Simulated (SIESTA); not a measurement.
SIESTA run on TePd3 (I4/mmm, 4 atoms in the cell): self-consistent single point.

Method of the run: LDA PW92, numerical atomic orbitals TZP, PseudoDojo LDA standard norm-conserving potentials (rewritten from UPF to PSML) (SIESTA 5.4.2).

The change in words: lattice scaled by 0.98. Reference geometry:
```
CELL_PARAMETERS angstrom
     -2.20553     2.20553     3.26346
      2.20553    -2.20553     3.26346
      2.20553     2.20553    -3.26346
ATOMIC_POSITIONS crystal
  Te 0.00000 0.00000 0.00000
  Pd 0.75000 0.25000 0.50000
  Pd 0.25000 0.75000 0.50000
  Pd 0.50000 0.50000 0.00000
```

Reference input (self-consistent single point, DFT, LDA PW92, numerical atomic orbitals TZP, PseudoDojo LDA standard norm-conserving potentials (rewritten from UPF to PSML)): XC.functional = LDA; XC.authors = PW92; potentials = PseudoDojo LDA standard; PAO.BasisSize = TZP; PAO.EnergyShift = 0.01 Ry; MeshCutoff = 350 Ry; kgrid.MonkhorstPack = 9 9 9; OccupationFunction = MP; OccupationMPOrder = 0; ElectronicTemperature = 200 meV; MaxSCFIterations = 150; SCF.Mixer.Method = Pulay. This run's input differs from it in these lines:

```diff
@@ -12,5 +12,5 @@
 %block LatticeVectors
-    -4.167845770    4.167845770    6.167043729
-     4.167845770   -4.167845770    6.167043729
-     4.167845770    4.167845770   -6.167043729
+    -4.084488061    4.084488061    6.043703195
+     4.084488061   -4.084488061    6.043703195
+     4.084488061    4.084488061   -6.043703195
 %endblock LatticeVectors
@@ -19,5 +19,5 @@
      0.000000000    0.000000000    0.000000000  1
-     0.000000000    4.167845770    3.083521864  2
-     4.167845770    0.000000000    3.083521864  2
-     0.000000000    0.000000000    6.167043729  2
+    -0.000000000    4.084488061    3.021851597  2
+     4.084488061    0.000000000    3.021851597  2
+     0.000000000    0.000000000    6.043703195  2
 %endblock AtomicCoordinatesAndAtomicSpecies
```

Log, with long lists cut:

```
        iscf     Eharris(eV)        E_KS(eV)     FreeEng(eV)     dDmax    Ef(eV) dHmax(eV)
   scf:    1   -13833.438805   -13858.325174   -13858.352020  1.634555 -3.965560  6.888040
   scf:    2   -13859.394628   -13858.903005   -13858.930402  0.026625 -3.956887  5.393224
   scf:    3   -13859.667234   -13859.405858   -13859.435191  0.054205 -3.952398  2.390231
   scf:    4   -13859.536339   -13859.513793   -13859.543590  0.038288 -4.059523  0.669275
   scf:    5   -13855.802249   -13858.300968   -13858.332964  0.055654 -3.946693  6.301923
   [... 6 lines left out ...]
   scf:   12   -13859.542329   -13859.542329   -13859.571891  0.000019 -4.115649  0.001391
   scf:   13   -13859.542329   -13859.542329   -13859.571891  0.000001 -4.115646  0.001298
   scf:   14   -13859.542328   -13859.542328   -13859.571891  0.000017 -4.115621  0.000030
   scf:   15   -13859.542328   -13859.542328   -13859.571891  0.000000 -4.115620  0.000000
SCF Convergence by DM+H criterion
max |DM_out - DM_in|         :     0.0000003984
max |H_out - H_in|      (eV) :     0.0000004325
SCF cycle converged after 15 iterations

Using DM_out to compute the final energy and forces

siesta: E_KS(eV) =           -13859.5423

siesta: E_KS - E_eggbox =    -13859.5423

siesta: Atomic forces (eV/Ang):
     1    0.000000    0.000000   -0.000000
     2   -0.000176    0.000176    0.000000
     3    0.000176   -0.000176    0.000000
     4    0.000000    0.000000   -0.000000
   Tot    0.000000    0.000000    0.000000
   Max    0.000176
   Res    0.000102    sqrt( Sum f_i^2 / 3N )
   Max    0.000176    constrained

Stress tensor Voigt[x,y,z,yz,xz,xy] (kbar):     -141.07     -141.07     -137.39       -0.06       -0.06        0.39
(Free)E + p*V (eV/cell)   -13854.3556
   [... lines left out ...]
siesta: FreeEng =    -13859.571891
siesta: Cell volume =         59.764292 Ang**3
siesta:         139.83988832        139.83307635  kBar
   [... lines left out ...]
              0.291   0.278   1.648   1.593   1.644   1.593   1.609   0.185

              0.061   0.194   0.061   0.063  -0.002   0.088   0.011   0.088

              0.086

mulliken: Qtot =       70.000

Mulliken Atomic Populations:
Atom #   charge [q] valence [e]  Species
     1    -0.040514   16.040514  Te
     2     0.149248   17.850752  Pd
     3     0.149248   17.850752  Pd
     4    -0.257983   18.257983  Pd
 Total    -0.000000
```

The run converged in 15 iterations. Against the reference run the free energy goes up by 40.4 meV/atom and the pressure goes from 0.80 to 13.98 GPa.

The starting cell comes from a database of computed structures (which also holds hypothetical and non-ambient phases and stackings), without a prior relaxation at this level. Its lattice was rescaled by a random factor within 2.5 % of one. For this run, on top of that: lattice scaled by 0.98. Spin polarisation is off. Values carry the incompleteness of an atom-centred basis. With a pressure of about 14 GPa the cell is away from its equilibrium volume at this level.

Cost on one core of a shared machine: roughly 90 s.
